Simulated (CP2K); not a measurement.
Convergence study of shifted k-point meshes for Cs (Im-3m, 1 atom in the cell)

```yaml
crystal:
  lattice:
    - [5.25634, 0.00000, 0.00000]
    - [-1.75211, 4.95573, 0.00000]
    - [-1.75211, -2.47786, 4.29178]
  atoms:
    - { symbol: Cs, position: [0.00000, 0.00000, 0.00000] }
```

Method: PBEsol, GPW, DZVP-MOLOPT-SR-GTH basis, GTH-PBE potentials (GTH_POTENTIALS) (CP2K 2026.2).

Base settings: CUTOFF = 500 Ry; REL_CUTOFF = 50 Ry; SMEAR/METHOD = GAUSSIAN; SIGMA = 0.1 eV; KPOINTS/SCHEME = MACDONALD 4 4 4 0.125 0.125 0.125; XC_FUNCTIONAL = PBE:PBESOL; Cs/BASIS_SET = DZVP-MOLOPT-SR-GTH; Cs/POTENTIAL = GTH-PBE-q9; METHOD = GPW; EPS_DEFAULT = 1e-10.

Only quantities that move along the ladder and can be compared are tabulated.

The starting cell has typed, rounded lattice constants, without a prior relaxation at this level. Its lattice was rescaled by up to half a per cent. Values carry the incompleteness of an atom-centred basis. The potentials were made for another functional than the one used.

```csv
KPOINTS/SCHEME,free energy less the last step's (meV/atom),pressure (GPa)
MONKHORST-PACK 2 2 2,91.43,0.39
MACDONALD 3 3 3 0.1666666667 0.1666666667 0.1666666667,17.62,0.19
MONKHORST-PACK 4 4 4,2.47,0.07
MACDONALD 5 5 5 0.1 0.1 0.1,12.08,0.06
MONKHORST-PACK 6 6 6,-8.66,0.04
MACDONALD 7 7 7 0.07142857143 0.07142857143 0.07142857143,5.39,0.07
MONKHORST-PACK 8 8 8,-3.76,0.03
MACDONALD 9 9 9 0.05555555556 0.05555555556 0.05555555556,1.26,0.07
MONKHORST-PACK 10 10 10,-0.61,0.05
MACDONALD 11 11 11 0.04545454545 0.04545454545 0.04545454545,0.01,0.06
MONKHORST-PACK 12 12 12,-0.01,0.05
MONKHORST-PACK 14 14 14,0.08,0.05
MACDONALD 15 15 15 0.03333333333 0.03333333333 0.03333333333,0.07,0.05
MACDONALD 17 17 17 0.02941176471 0.02941176471 0.02941176471,0.00,0.05
```

Coarsest KPOINTS/SCHEME that holds the pressure within 0.1 GPa of the last step, with all finer ones: MONKHORST-PACK 4 4 4; the step before is off by 0.13 GPa.

Coarsest KPOINTS/SCHEME that holds the free energy within 2 meV/atom of the last step, with all finer ones: MACDONALD 9 9 9 0.05555555556 0.05555555556 0.05555555556; the step before is off by 3.8 meV/atom.
